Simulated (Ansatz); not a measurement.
## KTaO3: pressure series

The reference is KTaO$_{3}$ in the cubic perovskite structure (space group Pm-3m, No. 221).

```
CELL_PARAMETERS angstrom
      4.02318     0.00000     0.00000
      0.00000     4.02318     0.00000
      0.00000     0.00000     4.02318
ATOMIC_POSITIONS crystal
  K  0.00000 0.00000 0.00000
  Ta 0.50000 0.50000 0.50000
  O  0.00000 0.50000 0.50000
  O  0.50000 0.50000 0.00000
  O  0.50000 0.00000 0.50000
```

Cell and atoms are relaxed at each pressure.

Level of theory: plane-wave PAW DFT at the PBE level (Ansatz, a quantum-chemistry and plane-wave program, 420 eV), without spin-orbit coupling, earlier PAW set.

Candidates:
(a) pressure −2 GPa
(b) pressure 15 GPa
(c) pressure 30 GPa

For the base:

The band gap is 2.17 eV.

Question: Order them by band gap, lowest first.

Answer: (a) pressure −2 GPa (2.15 eV), (b) pressure 15 GPa (2.33 eV), (c) pressure 30 GPa (2.44 eV)

Spin-orbit coupling, missing from the scalar runs, can matter with Ta. Load acts through the strain it causes; cell and atoms are relaxed under it. Whether these cells are dynamically stable was not tested. Competing high-pressure phases were not computed.
